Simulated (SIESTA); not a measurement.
Input and output of a self-consistent single point for Y2Al3Si2 (P1, 7 atoms in the cell) (SIESTA).

Method of the run: GGA PBEsol, numerical atomic orbitals DZP, PseudoDojo PBEsol standard norm-conserving potentials (rewritten from UPF to PSML) in SIESTA.

The change in words: lattice scaled by 0.98. Reference geometry:
```xyz
7
Lattice="5.0784 -2.0202 0.0000 5.0784 2.0202 0.0000 -1.2778 0.0000 6.4825" Properties=species:S:1:pos:R:3 pbc="T T T"
Y      3.0071    -0.0067     4.3733
Y      5.8697    -0.0192     2.1139
Al     5.9415     0.0411     5.6496
Al     2.9485     0.0090     0.8656
Al     0.0084     0.0099    -0.0359
Si     8.7582    -0.0275     2.3351
Si     0.1038    -0.0066     4.1458
```

Reference input (self-consistent single point, DFT, GGA PBEsol, numerical atomic orbitals DZP, PseudoDojo PBEsol standard norm-conserving potentials (rewritten from UPF to PSML)): XC.functional = GGA; XC.authors = PBEsol; potentials = PseudoDojo PBEsol standard; PAO.BasisSize = DZP; PAO.EnergyShift = 0.005 Ry; MeshCutoff = 350 Ry; kgrid.MonkhorstPack = 5 5 3; OccupationFunction = MP; OccupationMPOrder = 0; ElectronicTemperature = 1160.45 K; MaxSCFIterations = 150; SCF.Mixer.Method = Pulay. This run's input differs from it in these lines:

```diff
@@ -11,7 +11,7 @@
 %endblock ChemicalSpeciesLabel
-LatticeConstant              5.465481 Ang
+LatticeConstant              5.356172 Ang
 %block LatticeVectors
-     0.929176224   -0.369637183    0.000000000
-     0.929176224    0.369637183    0.000000000
-    -0.233787657    0.000000000    1.186080420
+     0.929176098   -0.369637121    0.000000000
+     0.929176098    0.369637121    0.000000000
+    -0.233787675    0.000000000    1.186080283
 %endblock LatticeVectors
```

Output, abridged:

```
        iscf     Eharris(eV)        E_KS(eV)     FreeEng(eV)     dDmax    Ef(eV) dHmax(eV)
   scf:    1    -2605.332547    -2641.725246    -2641.737236  1.623645 -5.957549  1.682262
   scf:    2    -2642.290647    -2642.119198    -2642.130001  0.051986 -5.981983  1.113501
   scf:    3    -2642.204183    -2642.168153    -2642.179095  0.030191 -6.003895  0.529506
   scf:    4    -2642.198002    -2642.185155    -2642.196053  0.027658 -6.021185  0.163740
   scf:    5    -2642.191403    -2642.188615    -2642.199433  0.021309 -6.030312  0.027462
   scf:    6    -2642.189240    -2642.188944    -2642.199638  0.006187 -6.032179  0.006241
   scf:    7    -2642.189043    -2642.188995    -2642.199654  0.001480 -6.032432  0.002043
   scf:    8    -2642.189018    -2642.189006    -2642.199656  0.000509 -6.032546  0.000764
   scf:    9    -2642.189016    -2642.189011    -2642.199657  0.000433 -6.032650  0.000594
   scf:   10    -2642.189012    -2642.189012    -2642.199658  0.000061 -6.032635  0.000104
SCF Convergence by DM+H criterion
max |DM_out - DM_in|         :     0.0000613409
max |H_out - H_in|      (eV) :     0.0001041846
SCF cycle converged after 10 iterations

Using DM_out to compute the final energy and forces

siesta: E_KS(eV) =            -2642.1890

siesta: E_KS - E_eggbox =     -2642.1890

siesta: Atomic forces (eV/Ang):
     1   -0.338895    0.013216    0.178270
     2    0.206515    0.125789   -0.327601
     3    0.032253   -0.336971   -0.206897
     4   -0.077703   -0.104718    0.058274
     5   -0.024255   -0.077725    0.346407
     6   -0.308968    0.237254   -0.285117
     7    0.511600    0.142977    0.235793
   Tot    0.000548   -0.000177   -0.000870
   Max    0.511600
   Res    0.237831    sqrt( Sum f_i^2 / 3N )
   Max    0.511600    constrained

   [... lines left out ...]
siesta: FreeEng =     -2642.199658
siesta: Cell volume =        125.193343 Ang**3
siesta:          43.44244693         57.04868248  kBar
   [... lines left out ...]
              0.091   0.114   0.107   0.169   0.103

mulliken: Qtot =       39.000

Mulliken Atomic Populations:
Atom #   charge [q] valence [e]  Species
     1     0.679595   10.320405  Y
     2     0.644484   10.355516  Y
     3    -0.237616    3.237616  Al
     4    -0.269430    3.269430  Al
     5    -0.182912    3.182912  Al
     6    -0.315680    4.315680  Si
     7    -0.318441    4.318441  Si
 Total    -0.000000
```

The run converged in 10 iterations. Against the reference run the free energy goes up by 8.4 meV/atom, the pressure goes from -1.60 to 4.34 GPa and the largest force goes from 0.425 to 0.581 eV/Å.

The starting cell comes from a database of computed structures (which also holds hypothetical and non-ambient phases and stackings), without a prior relaxation at this level. Its atoms were displaced at random from the sites of space group no. 12. For this run, on top of that: lattice scaled by 0.98. Values carry the incompleteness of an atom-centred basis. With a pressure of about 4 GPa the cell is away from its equilibrium volume at this level.

Cost on one core of a shared machine: roughly 3 min.
